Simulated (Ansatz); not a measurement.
The parent structure is AlP in the zinc blende structure (space group F-43m, No. 216; a = 5.470 Å). Axes: x, y, z lie along the cube axes.

Structures relaxed with PBEsol in Ansatz (plane waves to 420 eV, PAW, no spin-orbit coupling), earlier PAW set.

Base:

Simulated powder pattern, Cu Kα1, λ = 1.54056 Å (kinematic, ideal powder, no thermal factors, no anomalous dispersion; the 14 strongest lines at most, above 2 %, up to 2θ = 90°):

| 2θ (°) | I/Imax (%) | hkl |
|---|---|---|
| 28.23 | 100 | (111) |
| 46.94 | 67 | (220) |
| 55.68 | 39 | (311) |
| 68.56 | 10 | (400) |
| 75.73 | 16 | (331) |
| 87.23 | 22 | (422) |

After one change:

Simulated powder pattern, Cu Kα1, λ = 1.54056 Å (kinematic, ideal powder, no thermal factors, no anomalous dispersion; the 14 strongest lines at most, above 2 %, up to 2θ = 90°):

```tsv
2θ (°)	I/Imax (%)
27.00	100
28.31	97
44.82	24
45.68	89
48.17	19
53.11	16
53.86	40
56.09	23
67.90	13
72.60	9.3
74.50	12
82.65	7.7
83.26	15
88.14	13
```

Task: Which of these changes matches the shifts?
(A) tensor shear ε_yz = +3.54 %
(B) biaxial strain +4.47 %, plane normal [110], relaxed out of plane
(C) biaxial strain +3.69 %, plane normal [111], relaxed out of plane
(D) uniaxial stress, 8 GPa tension along x

Result: B, biaxial strain +4.47 %, plane normal [110], relaxed out of plane. Its volume per atom is 21.79 Å³ against 20.46 Å³, and its space group is Imm2 (No. 44).

A biaxial case was relaxed in a doubled cell and then solved in the primitive one. Stability under load was not tested beyond the relaxation.

Ansatz is a program for electronic structure.
